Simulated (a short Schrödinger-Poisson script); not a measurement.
Stack: gated Al0.2Ga0.8As/GaAs δ-doped gas, at 20 K.

| layer | material | thickness (nm) | Na (cm⁻³) |
|---|---|---|---|
| 1 | Al0.2Ga0.8As | 8 | - |
| 2 | Al0.2Ga0.8As | 2 | - |
| 3 | GaAs | 6000 | 5e14 |

Constants are typed, rounded textbook-type inputs, not results; the design itself was drawn at random and stands for no fabricated device. Al0.2Ga0.8As: permittivity 12.33, conduction-band edge (eV) 0.158, gap (eV) 1.673, electron mass (mₑ) 0.0836, Nv at 300 K (cm⁻³) 9e18. GaAs: permittivity 12.9, conduction-band edge (eV) 0, gap (eV) 1.424, Nv at 300 K (cm⁻³) 9e18.

Channel valleys (confinement mass, in-plane density-of-states mass, number): Γ 0.067, 0.067, 1. At the gate the conduction-band edge of layer 1 lies 0.91 eV − eVg above the Fermi level of the channel; the field vanishes at the back. Sheet of ionised δ-doping: +3.1e12 e/cm² at 8 nm from the gate. The barrier under the gate holds no holes. Gaps are held at their typed values at every temperature. Mesh 0.08 nm at interfaces.

From a short Schrödinger-Poisson script (our own, NumPy): 1D Poisson equation in equilibrium, electrons quantum, Hartree plus LDA exchange-correlation (BenDaniel-Duke, 40 states a valley, the channel's in-plane mass for all, wave functions free to enter the barrier), parabolic valleys, classical holes, full ionisation, no traps, pinning or gate leakage.

The same stack at other levels of the model or other numerical settings:

```
run                                          sheet density of all electrons at Vg = 0.5 V (cm⁻²)  capacitance at Vg = 0.5 V (μF/cm²)  centroid of the channel electrons at Vg = 0.5 V (nm)  rough cost against the base
-------------------------------------------  ---------------------------------------------------  ----------------------------------  ----------------------------------------------------  ---------------------------
base                                                                                     3.35e11                               0.714                                                  6.64                      about 1
electrons treated as classical, Boltzmann                                                5.68e11                                1.05                                                  0.62                         0.04
electrons treated as classical, Fermi-Dirac                                              3.53e11                               0.692                                                  4.23                          0.2
electrons treated as quantum, Hartree                                                    3.03e11                               0.682                                                  7.00                      about 1
mesh six times as coarse                                                                 3.35e11                               0.713                                                  6.61                          0.3
one subband a valley                                                                     3.35e11                               0.713                                                  6.64                          0.3
```

The classical rows ignore confinement, and Boltzmann statistics overrate the density once the band edge passes the Fermi level.
